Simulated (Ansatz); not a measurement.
Take ZnCu$_{2}$SnS$_{4}$ (space group I-4, No. 82) as the base.

```
CELL_PARAMETERS angstrom
     -2.65874     2.65874     5.32154
      2.65874    -2.65874     5.32154
      2.65874     2.65874    -5.32154
ATOMIC_POSITIONS crystal
  Cu 0.00000 0.00000 0.00000
  Cu 0.75000 0.25000 0.50000
  Zn 0.25000 0.75000 0.50000
  Sn 0.50000 0.50000 0.00000
  S  0.36981 0.90003 0.00920
  S  0.09997 0.10917 0.46979
  S  0.89083 0.36062 0.99080
  S  0.63938 0.63019 0.53021
```

Calculations: LDA/PAW in Ansatz (an electronic-structure program), spin-orbit coupling left out.

One change was made to it. Results:

The electron mass comes out as 0.050 mₑ along c, 0.053 mₑ across (at Γ); the gap character is still direct at Γ; the volume per atom drops by 0.42 Å³ (18.81 Å³ → 18.39 Å³).

Task: Which change produced these results?
A) pressure 9 GPa
B) pressure 22.5 GPa
C) pressure 2.1 GPa
D) pressure 15 GPa

Result: C, pressure 2.1 GPa. For comparison, the electron mass in the other runs: pressure 9 GPa gives 0.082 mₑ (at Γ); pressure 22.5 GPa gives 0.13 mₑ along c, 0.12 mₑ across (at Γ); pressure 15 GPa gives 0.11 mₑ along c, 0.100 mₑ across (at Γ).

Load acts through the strain it causes; cell and atoms are relaxed under it. Effective masses come from finite differences of ±0.01 Å⁻¹. Stability against distortions was not tested. Competing high-pressure phases were not computed. The final runs are not spin-polarised.
